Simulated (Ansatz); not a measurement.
```yaml
crystal:
  lattice:
    - [11.00000, 0.00000, 0.00000]
    - [0.00000, 11.00000, 0.00000]
    - [0.00000, 0.00000, 4.48193]
  atoms:
    - { symbol: Rh, position: [0.50000, 0.50000, 0.00000] }
    - { symbol: Rh, position: [0.50000, 0.50000, 0.50000] }
```

Method: PBE (plane waves to 420 eV, PAW; Ansatz, an electronic-structure program). Mesh 1×1×66. Collinear spin, started with parallel moments, and moments remain. Periodic along z alone, with about 11 Å of vacuum beside it. A model structure. Symmetry and one short period hold its shape; lower forms weren't sought. Pairing along the axis, which can open a gap, is among the distortions not tried. Fermi–Dirac width 0.02 eV. Buckling under compression is shut out by symmetry and the short period.

Problem. Say what this body is, and give its properties.

Solution. Free linear chain of Rh atoms. A hypothetical model.
```
Property                              Value
---------------------  --------------------
net spin moment            0.51 μB a period
PBE gap                none (under 0.01 eV)
work function (PBE)                 5.35 eV
axial stiffness dF/dε                 57 nN
```
